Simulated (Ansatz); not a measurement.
Amorphous Hf18O41Nb2, 61 atoms at 8.49 g/cm³, one PBE-relaxed geometry, zone centre. Methods: PBE, scalar-relativistic without spin-orbit coupling (Ansatz, a quantum-chemistry and plane-wave program); r2SCAN, scalar-relativistic without spin-orbit coupling (Ansatz); HSE06, scalar-relativistic without spin-orbit coupling (Ansatz). Plane waves to 420 eV (r2SCAN 500 eV); exact exchange is cut at the cell's faces. At PBE the levels at both edges of the gap are localised (band-tail or defect states), and the nearest spread-out levels lie 3.9 eV apart at the zone centre. All rungs ran without spin polarisation.

The cell was made by melting and quenching with the CHGNet potential and then relaxed with DFT. O atoms were pushed apart under 1.9 Å during the dynamics, to hinder bonds among them. The hot cell started wider than the set density and was brought back towards it in steps. It is the lowest in DFT energy of 2 quenches. It is a model cell: composition and starting density were chosen by hand, and all elements were melted together. No dispersion term was used. Its density started from a set value of 8.49 and ended at 8.49 g/cm³. The simulated quench (nominally 300 K/ps over its main leg) is rapid and tends to freeze in more defects than a deposited or slowly cooled glass has. One small periodic cell is one sample of the glass; other quenches scatter about these values. The volume was held where the preparation left it and the shape relaxed, at a PBE pressure of 1.5 GPa. Stress components on the final sampling reach 1.6 GPa.

The relaxation ran on the zone centre alone. At PBE the gap between localised states is 2.71 eV on a 2×2×2 Γ-centred mesh, and the spacing at the zone centre alone 2.74 eV.

Task: What zone-centre spacing does r2SCAN give, roughly?

Result: 3.11 eV (+0.38 eV against PBE).

Task: What zone-centre spacing does HSE06 give, roughly?

Result: 4.21 eV (+1.47 eV against PBE).

The highest filled and the lowest empty state spread over these numbers of atoms (participation numbers): PBE: 5.1 and 5.2; r2SCAN: 5.0 and 4.7; HSE06: 5.0 and 3.4.
